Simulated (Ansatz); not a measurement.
A self-consistent single point of SrIn4Pd (Cmcm, 12 atoms in the cell) with Ansatz (a program for electronic structure).

Method: LDA (PW92), default PAW files made with PBE (plane waves; Ansatz).

```
CELL_PARAMETERS angstrom
      2.29771    -8.59540     0.00000
      2.29771     8.59540     0.00000
      0.00000     0.00000     7.52250
ATOMIC_POSITIONS crystal
  Sr 0.12378 0.87622 0.75000
  Sr 0.87622 0.12378 0.25000
  In 0.31532 0.68468 0.94895
  In 0.68468 0.31532 0.05105
  In 0.68468 0.31532 0.44895
  In 0.31532 0.68468 0.55105
  In 0.50000 0.50000 0.00000
  In 0.50000 0.50000 0.50000
  In 0.06942 0.93058 0.25000
  In 0.93058 0.06942 0.75000
  Pd 0.77490 0.22510 0.75000
  Pd 0.22510 0.77490 0.25000
```

Reference input (self-consistent single point, DFT, LDA (PW92), plane waves, default PAW files made with PBE): basis.ecutwfc = 420 eV; kpoints.mp_grid.grid = 6 6 4; hamiltonian.xc = lda; hamiltonian.pseudopotentials = {kind: paw} (the program's default PAW files); scf.occupations.method = cold; scf.occupations.width = 0.1 eV. This run's input differs from it in these lines:

Ansatz 0.2 input:
```diff
@@ -19,3 +19,3 @@
 basis:
-  ecutwfc: 420.0 eV
+  ecutwfc: 295.0 eV
 kpoints:
```

Output (repeated stretches shortened):

```
SCF iter   1: F=—  HF=-64240.025739 eV  |F-HF|=—  |Δ(HF+E_count)|=         —  Δρ=1.35e-2  dr2=4.83e-1  ethr=1.77e-3  ⟨swp⟩=7.7  Hψ=15506  notcnv=0  defer=56
all-band conjugate gradients solve this SCF's bands
preconditioner: auto → Kerker (q_TF=auto, 2.461 Å⁻¹)
SCF iter   2: F=—  HF=-64239.918097 eV  |F-HF|=—  |Δ(HF+E_count)|=   1.08e-1  S|Δr|=    0.00e0  Δρ=4.93e-3  dr2=8.09e-2  ethr=3.02e-4  ⟨swp⟩=2.9  Hψ=7363  notcnv=0  defer=77
   [... lines left out ...]
SCF iter   5: F=—  HF=-64239.900427 eV  |F-HF|=—  |Δ(HF+E_count)|=   4.25e-5  S|Δr|=    0.00e0  Δρ=3.79e-5  dr2=6.26e-6  ethr=1.10e-7  ⟨swp⟩=2.0  Hψ=4467  notcnv=0  defer=77
SCF iter   6: F=—  HF=-64239.899972 eV  |F-HF|=—  |Δ(HF+E_count)|=   4.55e-4  S|Δr|=    0.00e0  Δρ=1.10e-5  dr2=6.54e-7  ethr=3.91e-9  ⟨swp⟩=2.0  Hψ=6274  notcnv=0  defer=185
SCF iter   7: F=-64239.899972 eV  HF=-64239.899972 eV  |F-HF|=1.23e-8  |Δ(HF+E_count)|=   8.83e-8  S|Δr|=    0.00e0  Δρ=2.55e-6  dr2=2.78e-8  ethr=6.25e-11  ⟨swp⟩=10.3  Hψ=18202  notcnv=0
SCF 1 converged in 7 iterations: F = -64239.899972 eV  dr2 = 2.78e-8
Stability not checked (fill_not_monotonic)
Free energy (F): -64239.899972 eV
Internal energy: -64239.899182 eV  (E = F + TS)
E sigma→0 (E₀):  -64239.899709 eV
Entropy (-TS):   -0.000789 eV (-0.066 meV/atom)
Fermi energy:    10.817936 eV
--- Forces (eV/Å), atoms counted from 1 ---
  atom   1  Sr    -0.00000000    -0.07774779     0.00000000
  atom   2  Sr     0.00000000     0.07774779    -0.00000000
  atom   3  In     0.00000000     0.12233017     0.01914128
  atom   4  In    -0.00000000    -0.12233017    -0.01914128
   [... lines left out ...]
  atom  12  Pd     0.00000000     0.02138247    -0.00000000
--- Stress (GPa, compression-positive) ---
       -4.110879      -0.000000       0.000000
       -0.000000      -3.817679      -0.000000
        0.000000      -0.000000      -3.961896
  P = ⅓ Tr σ = -3.9635 GPa (-39.635 kbar)
  The stress holds the Pulay correction. Without it, at fixed plane waves, as pw.x and ABINIT print it: P = -11.2468 GPa
```

The run converged in 7 iterations. Against the reference run the free energy rises by 109 meV/atom, the pressure moves little (-4.00 to -3.96 GPa) and the largest force goes from 0.137 to 0.124 eV/Å.

The starting cell comes from a database of computed structures (which also holds hypothetical and non-ambient phases and stackings), without a prior relaxation at this level. Spin polarisation is off. Ansatz's pressure includes its estimate of the finite-basis (Pulay) stress. Without the estimate this run gives -11.25 GPa. The cutoff lies below the one recommended for these files.

Cost on one core of a shared machine: roughly 50 s.
